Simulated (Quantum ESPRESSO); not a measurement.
Troubleshooting Quantum ESPRESSO: a failed run on Rh3Pb2Se2 (R-3m, 7 atoms in the cell). The aim is a self-consistent single point with DFT, PBEsol, plane waves, GBRV 1.5 ultrasoft (PBESOL) pseudopotentials.

The input file:

```fortran
&CONTROL
  calculation = 'scf'
  outdir = './tmp/'
  pseudo_dir = './'
  tprnfor = .true.
  tstress = .true.
/
&SYSTEM
  ibrav = 5
  A = 5.8906797895
  cosAB = 0.524785612680
  nat = 7
  ntyp = 3
  ecutwfc = 40
  ecutrho = 320
  occupations = 'smearing'
  smearing = 'fermi-dirac'
  degauss = 0.0073499
/
&ELECTRONS
  conv_th = 1.0d-9
/
ATOMIC_SPECIES
Rh   102.9055  rh_pbesol_v1.4.uspp.F.UPF
Pb   207.2000  pb_pbesol_v1.uspp.F.UPF
Se    78.9710  se_pbesol_v1.uspp.F.UPF
ATOMIC_POSITIONS {crystal}
Rh    0.5000000000    0.0000000000    0.5000000000
Rh    0.5000000000    0.5000000000    0.0000000000
Rh    0.0000000000    0.5000000000    0.5000000000
Pb    0.0000000000    0.0000000000    0.0000000000
Pb    0.5000000000    0.5000000000    0.5000000000
Se    0.7869370000    0.7869370000    0.7869370000
Se    0.2130630000    0.2130630000    0.2130630000
K_POINTS {automatic}
5 5 5  0 0 0
```

The program printed (abridged):

```
     This program is part of the open-source Quantum ESPRESSO suite
     for quantum simulation of materials; please cite

 %%%%%%%%%%%%%%%%%%%%%%%%%%%%%%%%%%%%%%%%%%%%%%%%%%%%%%%%%%%%%%%%%%%%%%%%%%%%%%
     Error in routine  read_namelists (1):
      bad line in namelist &electrons: "  conv_th = 1.0d-9" (error could be in the previous line)
 %%%%%%%%%%%%%%%%%%%%%%%%%%%%%%%%%%%%%%%%%%%%%%%%%%%%%%%%%%%%%%%%%%%%%%%%%%%%%%

     stopping ...
```

Task: Read the log: what does the program object to, and what is the fix?

Result: The fault is a keyword that the program does not know. The program does not know a key of this name. To fix it, use the program's own name for the key. The program stopped before any SCF iteration.

The sound input it was made from differs as follows (other fixes are possible):
```diff
-  conv_th = 1.0d-9
+  conv_thr = 1.0d-9
```

With that input, the run converged in 10 iterations: free energy E − TS -12626.5395 eV; Fermi level (on the code's own zero) 13.48 eV; pressure -2.42 GPa; largest force (vector length) 0.129 eV/Å (DFT, PBEsol, plane waves, GBRV 1.5 ultrasoft (PBESOL) pseudopotentials).

On the sound input: the starting cell comes from a database of computed structures (which also holds hypothetical and non-ambient phases and stackings), without a prior relaxation at this level. Its lattice was rescaled by a random factor within 2.5 % of one. Spin polarisation is off; with an odd number of electrons in the cell that forces a metal, and a magnetic state may lie lower.
